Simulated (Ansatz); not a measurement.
**A computed series for BaTiO3: pressure series**

Consider BaTiO₃ (space group P4mm, No. 99; a = 3.985 Å, c = 4.204 Å).

Cell and atoms are relaxed at each pressure.

Level of theory: PBE, PAW, 420 eV (Ansatz, a quantum-chemistry and plane-wave program; without spin-orbit coupling), earlier PAW set.

Notes on the quantities. enthalpy: H = E + PV relative to the base's energy.

```json
[
 {"case": "base", "volume per atom": "13.35 Å³", "enthalpy": "–", "band gap": "1.85 eV"},
 {"case": "pressure −1 GPa", "volume per atom": "13.52 Å³", "enthalpy": "-0.08 eV/atom", "band gap": "1.84 eV"},
 {"case": "pressure 3 GPa", "volume per atom": "12.97 Å³", "enthalpy": "+0.25 eV/atom", "band gap": "1.87 eV"},
 {"case": "pressure 7 GPa", "volume per atom": "12.58 Å³", "enthalpy": "+0.56 eV/atom", "band gap": "1.90 eV"},
 {"case": "pressure 15 GPa", "volume per atom": "12.02 Å³", "enthalpy": "+1.18 eV/atom", "band gap": "1.96 eV"},
 {"case": "pressure 30 GPa", "volume per atom": "11.34 Å³", "enthalpy": "+2.27 eV/atom", "band gap": "2.01 eV"},
 {"case": "pressure 50 GPa", "volume per atom": "10.66 Å³", "enthalpy": "+3.64 eV/atom", "band gap": "[?]"},
 {"case": "pressure 75 GPa", "volume per atom": "10.03 Å³", "enthalpy": "+5.25 eV/atom", "band gap": "[?]"},
 {"case": "pressure 100 GPa", "volume per atom": "9.54 Å³", "enthalpy": "+6.78 eV/atom", "band gap": "1.95 eV"}
]
```

Question: Fill in the withheld entries from the trend.

Answer: 
- pressure 50 GPa, band gap: 2.02 eV
- pressure 75 GPa, band gap: 2.00 eV

Load acts through the strain it causes; cell and atoms are relaxed under it. No phonon test of stability was made. No other phases were tried under pressure. All final runs are without spin polarisation.
